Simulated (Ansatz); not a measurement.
The parent structure is ZnO in the wurtzite structure (space group P6_3mc, No. 186; a = 3.2795 Å, c = 5.2937 Å).

Perturbation: every lattice vector is shortened by 0.60 %; the atoms relax in the strained cell.

The values are results of PBE in Ansatz (plane waves to 420 eV, PAW, no spin-orbit coupling), not measurements.

Base, band edges from the VBM (valence, conduction): K -1.65, 7.50; H -1.18, 7.80; M -0.79, 5.64; L -1.31, 5.66; A -0.37, 3.37; Γ 0.00, 0.74 eV.

Q: Give the band edges at the high-symmetry points of the new zone, measured from its valence-band maximum.

A: 
| point | valence edge (eV) | conduction edge (eV) |
|---|---|---|
| Γ | 0.00 | 0.77 |
| M | -0.81 | 5.72 |
| K | -1.69 | 7.61 |
| A | -0.38 | 3.42 |
| L | -1.35 | 5.69 |
| H | -1.22 | 7.90 |

The gap is 0.77 eV, direct at Γ.

Stability against distortions was not tested.

Ansatz is a first-principles code.
